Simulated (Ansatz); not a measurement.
System: HfC (model structure, F-43m, No. 216, 2 atoms in the cell). Method: PBE0 (PAW; Ansatz, a first-principles code).

Numerical settings: plane-wave cutoff 460 eV, 8×8×8 k mesh, Fermi–Dirac smearing 0.01 eV, scalar-relativistic PAW data made under PBE.

Cell (relaxed with PBEsol):

```cif
data_CHf
_chemical_formula_sum 'Hf1 C1'
_space_group_name_H-M_alt 'P 1'
_space_group_IT_number 1
_cell_length_a 3.53259
_cell_length_b 3.53259
_cell_length_c 3.53259
_cell_angle_alpha 60.000
_cell_angle_beta 60.000
_cell_angle_gamma 60.000
loop_
_space_group_symop_operation_xyz
  'x, y, z'
loop_
_atom_site_label
_atom_site_type_symbol
_atom_site_fract_x
_atom_site_fract_y
_atom_site_fract_z
_atom_site_occupancy
Hf1 Hf 0.00000 0.00000 0.00000 1
C1 C 0.25000 0.25000 0.25000 1
```

### Question
What does this level give for the band gap and direct gap at Γ?

### Answer

band gap: 1.59 eV (on the SCF k mesh)
direct gap at Γ: 7.58 eV

Note: the relaxation could raise the start's symmetry but not lower it, so the cell can be a saddle point; cell and atoms aren't relaxed at this level (pressure 3.9 GPa).

Spin–orbit coupling is not included.

A model structure was made by putting elements into a prototype or built by hand; it is no filed structure, need not be a known phase, and can be a saddle point held by its symmetry.
